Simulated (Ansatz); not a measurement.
We consider SnO (model structure, started from the 6H type, P6₃mc, No. 186, 12 atoms in the cell), described by r²SCAN in Ansatz (PAW).

Run with plane-wave cutoff 560 eV, 18×18×4 k mesh (along the axes of the cell as run), Fermi–Dirac smearing 0.05 eV, scalar-relativistic PAW data made under PBE.

Cell (relaxed at this level):

```
SnO
1.0
    3.29739     0.00000     0.00000
   -1.64869     2.85562     0.00000
    0.00000     0.00000    27.50740
Sn O
6 6
Cartesian
  0.00000   0.00000   0.05850
  0.00000   0.00000  13.81220
  1.64869   0.95187  22.96780
  0.00000   1.90375   9.21410
  1.64869   0.95187   4.63588
  0.00000   1.90375  18.38958
  0.00000   0.00000  23.99884
  0.00000   0.00000  10.24514
  1.64869   0.95187  19.42059
  0.00000   1.90375   5.66689
  1.64869   0.95187   1.08955
  0.00000   1.90375  14.84325
```

### Question
Predict the band gap, smallest direct gap on the k points sampled and direct gap at Γ.

### Answer

- band gap = 1.63 eV
- smallest direct gap on the k points sampled = 1.98 eV
- direct gap at Γ = 2.76 eV

Note: the relaxation could raise the start's symmetry but not lower it, so the cell can be a saddle point; the cell has widely spaced layers and the level no dispersion term, so their spacing and the moduli can rest on weak binding.

Spin–orbit coupling is not included.

Static lattice: no zero-point or thermal effects.

Cost on a shared machine: roughly 6 core-minutes.

A model structure was made by putting elements into a prototype or built by hand; it is no filed structure, need not be a known phase, and can be a saddle point held by its symmetry.

Ansatz is a quantum-chemistry and plane-wave program.
